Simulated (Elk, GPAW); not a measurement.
A GPAW input for a self-consistent single point of NaF (Fm-3m, 2 atoms in the cell) (DFT PBE, plane waves, GPAW PAW datasets PBE (gpaw-data 1.0.1)):

```python
from ase import Atoms
from ase.units import GPa
from gpaw import GPAW

atoms = Atoms(['Na', 'F'],
              cell=[[0.000000, 2.222031, 2.222031],
                    [2.222031, 0.000000, 2.222031],
                    [2.222031, 2.222031, 0.000000]],
              scaled_positions=[[0.000000, 0.000000, 0.000000],
                                [0.500000, 0.500000, 0.500000]],
              pbc=True)

calc = GPAW(mode={'name': 'pw', 'ecut': 950},
            xc='PBE',
            kpts={'size': (10, 10, 10), 'gamma': True},
            occupations={'name': 'fermi-dirac', 'width': 0.0},
            nbands=-6,
            convergence={'forces': 0.001, 'bands': -4},
            symmetry={'symmorphic': False, 'tolerance': 0.0005},
            maxiter=120,
            txt='-')

atoms.calc = calc

energy = atoms.get_potential_energy()
print('Energy (eV):', round(energy, 6))
forces = atoms.get_forces()
print('Forces (eV/Ang):')
print(forces.round(5))
stress = atoms.get_stress()
print('Stress (GPa, Voigt):', (stress / GPa).round(4))
```

### Question
Give the Elk input for the same structure, mesh, smearing and functional.

### Answer
One input that does it (others would too):

```
tasks
  0

xctype
  20

rgkmax
  7.5

gmaxvr
  16.0

nxlo
  2

lorbcnd
  .true.

rmtscf
  0.96

lmaxi
  2

stype
  0

swidth
  0.0001

avec
    0.0000000000    4.1990300304    4.1990300304
    4.1990300304    0.0000000000    4.1990300304
    4.1990300304    4.1990300304    0.0000000000

atoms
  2   : nspecies
  'Na.in'   : spfname
  1   : natoms; atposl, bfcmt below
  0.0000000000  0.0000000000  0.0000000000    0.0 0.0 0.0
  'F.in'   : spfname
  1   : natoms; atposl, bfcmt below
  0.5000000000  0.5000000000  0.5000000000    0.0 0.0 0.0

ngridk
  10 10 10
```

Basis settings and potentials, where a program has them, do not carry over. This input uses DFT, PBE, all-electron FP-LAPW, Elk's shipped species files, APW+lo basis with extra local orbitals. Both were run: gap on the mesh 7.074 eV in GPAW and 7.088 in Elk.

On GPAW: the starting cell comes from a database of computed structures (which also holds hypothetical and non-ambient phases and stackings), without a prior relaxation at this level. Its lattice was rescaled by a random factor within 2.5 % of one. For this run, on top of that: lattice scaled by 0.98.

On Elk: the starting cell comes from a database of computed structures (which also holds hypothetical and non-ambient phases and stackings), without a prior relaxation at this level. Its lattice was rescaled by a random factor within 2.5 % of one. For this run, on top of that: lattice scaled by 0.98. Values depend on the basis (sphere radii, cutoffs, local orbitals), which need not be converged.
